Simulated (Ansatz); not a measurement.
A zone-centre phonon calculation of LiHg (Pm-3m, 2 atoms in the cell) with Ansatz (an electronic-structure program).

Method: LDA (PW92), default PAW files made with PBE (plane waves; Ansatz).

```
LiHg
1.0
    3.28482     0.00000     0.00000
    0.00000     3.28482     0.00000
    0.00000     0.00000     3.28482
Li Hg
1 1
Direct
  0.50000   0.50000   0.50000
  0.00000   0.00000   0.00000
```

Reference input (self-consistent single point, DFT, LDA (PW92), plane waves, default PAW files made with PBE): basis.ecutwfc = 420 eV; kpoints.mp_grid.grid = 10 10 10; hamiltonian.xc = lda; hamiltonian.pseudopotentials = {kind: paw} (the program's default PAW files); scf.occupations.method = gaussian; scf.occupations.width = 0.1 eV. This run's input differs from it in these lines:

Ansatz 0.2 input:
```diff
@@ -13,3 +13,3 @@
   mp_grid:
-    grid: [10, 10, 10]
+    grid: [15, 15, 15]
 hamiltonian:
@@ -22,6 +22,4 @@
     width: 0.1 eV
-output:
-  forces: true
-  eigenvalues: true
-  stress: true
+phonons:
+  method: dfpt
```

Log, with long lists cut:

```
SCF iter   1: F=—  HF=-13724.995921 eV  |F-HF|=—  |Δ(HF+E_count)|=         —  Δρ=5.56e-3  dr2=5.05e-3  ethr=1.77e-3  ⟨swp⟩=5.5  Hψ=21240  notcnv=0
all-band conjugate gradients solve this SCF's bands
preconditioner: auto → none
SCF iter   2: F=—  HF=-13724.990350 eV  |F-HF|=—  |Δ(HF+E_count)|=   5.57e-3  Δρ=2.63e-3  dr2=9.91e-4  ethr=2.20e-5  ⟨swp⟩=2.3  Hψ=9218  notcnv=0  defer=6
   [... lines left out ...]
SCF iter   5: F=—  HF=-13724.989118 eV  |F-HF|=—  |Δ(HF+E_count)|=   6.06e-6  Δρ=1.04e-4  dr2=3.39e-6  ethr=6.22e-8  ⟨swp⟩=2.0  Hψ=7421  notcnv=0  defer=6
SCF iter   6: F=—  HF=-13724.989119 eV  |F-HF|=—  |Δ(HF+E_count)|=   1.11e-6  Δρ=2.42e-5  dr2=1.71e-7  ethr=1.47e-8  ⟨swp⟩=2.3  Hψ=6677  notcnv=0  defer=6
SCF iter   7: F=—  HF=-13724.989120 eV  |F-HF|=—  |Δ(HF+E_count)|=   1.13e-6  Δρ=2.86e-6  dr2=2.16e-9  ethr=7.43e-10  ⟨swp⟩=2.2  Hψ=6659  notcnv=0  defer=6
SCF iter   8: F=-13724.989120 eV  HF=-13724.989120 eV  |F-HF|=7.28e-12  |Δ(HF+E_count)|=  9.39e-10  Δρ=1.34e-7  dr2=6.23e-12  ethr=1.00e-12  ⟨swp⟩=5.5  Hψ=23389  notcnv=0
SCF 1 converged in 8 iterations: F = -13724.989120 eV  dr2 = 6.23e-12
DFPT response loops at Γ: preconditioner auto → Kerker (q_TF=auto, 2.539 Å⁻¹) (partly filled bands, converged f_vac=0.000) …
Free energy (F): -13724.989120 eV
Internal energy: -13724.985947 eV  (E = F + TS)
E sigma→0 (E₀):  -13724.987533 eV
Entropy (-TS):   -0.003173 eV (-1.587 meV/atom)
Fermi energy:    10.879176 eV
--- Phonons (Γ-DFPT): 2 representative perturbations + reference, on 288 of 3375 k-points (Σ response iterations 7) ---
  k mesh reduced under 8 symmetry operations, with k and −k counted as one. Each operation leaves every solved perturbation unchanged …
  ASR residual: 2.735e-5 → 0.000e0 eV/Å²; symmetrization residual: 4.762e-7 eV/Å²
  ASR residual per site (eV/Å²): 1.78e-5 2.74e-5
  Γ frequencies (cm⁻¹): 0.00 0.00 0.00 249.00 249.00 249.00
  non-analytic LO–TO correction: not included (Born effective charges unavailable; polar crystals: no LO–TO splitting at Γ)
```

The run converged in 8 iterations. 

Summary of the result:
- Free energy E − TS (on the zero of these files): -13724.9891 eV
- Fermi level (on the code's own zero): 10.88 eV
- Zone-centre frequencies (cm⁻¹; negative means imaginary): 0, 0, 0, 249, 249, 249

The starting cell comes from a database of computed structures (which also holds hypothetical and non-ambient phases and stackings), without a prior relaxation at this level. Its lattice was rescaled by up to half a per cent.

Cost on one core of a shared machine: roughly 30 s.
